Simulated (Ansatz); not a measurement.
Input:

```xyz
2
Lattice="4.5325 0.0000 0.0000 0.0000 4.5325 0.0000 2.2662 -2.2662 3.2223" Properties=species:S:1:pos:R:3 pbc="T T T"
Te     2.2662     2.2662     0.0000
Pb     0.0000     0.0000     0.0000
```

No spin polarisation.

All numbers come from plane-wave PAW DFT at the PBEsol level (Ansatz, a first-principles code, 420 eV), scalar-relativistic without spin-orbit coupling. k-mesh 9×9×9 (Γ-centred); smearing 0.05 eV (Fermi–Dirac).

Question: Predict the gap character and pressure.

Answer: Gap character: direct at N
Pressure (mean of the normal stresses, compression positive): 0.45 GPa

Spin-orbit coupling, missing from the scalar runs, can matter with Pb and Te. The cells carry an imposed strain or load. Whether these cells are dynamically stable was not tested. The cell was made from PbTe in the rock salt structure (space group Fm-3m, No. 225) by this change: biaxial strain −0.50 %, plane normal [001], relaxed out of plane.
